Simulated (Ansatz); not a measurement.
# TiO2, pressure series

Take TiO2 in the rutile structure (space group P4_2/mnm, No. 136; a = 4.643 Å, c = 2.964 Å) as the base.

Cell and atoms are relaxed at each pressure.

The values are results of Kohn–Sham DFT with the PBE functional, run in Ansatz (a quantum-chemistry and plane-wave program) with PAW and 420 eV plane waves, spin-orbit coupling left out, not measurements.

| pressure (GPa) | volume per atom (Å³/atom) |
|---|---|
| -2 | 10.760 |
| -1 | 10.704 |
| 0 | 10.651 |
| 0.3 | ? |
| 0.7 | 10.615 |
| 3 | 10.500 |
| 5 | 10.407 |
| 7.5 | 10.297 |
| 10 | 10.194 |

Q: Fit the third-order Birch–Murnaghan form P(V) = (3B₀/2)[(V₀/V)^(7/3) − (V₀/V)^(5/3)]·[1 + (3/4)(B₀′ − 4)((V₀/V)^(2/3) − 1)] (squares taken in P) to the rows shown and predict the withheld row.

A: Least squares on the printed values gives V₀ = 10.651 Å³/atom, B₀ = 202 GPa, B₀′ = 5.4; this predicts 10.635 Å³/atom, and the run gives 10.636 Å³/atom, in agreement.

Load acts through the strain it causes; cell and atoms are relaxed under it. Whether these cells are dynamically stable was not tested. No other phases were tried under pressure. The final runs are not spin-polarised.
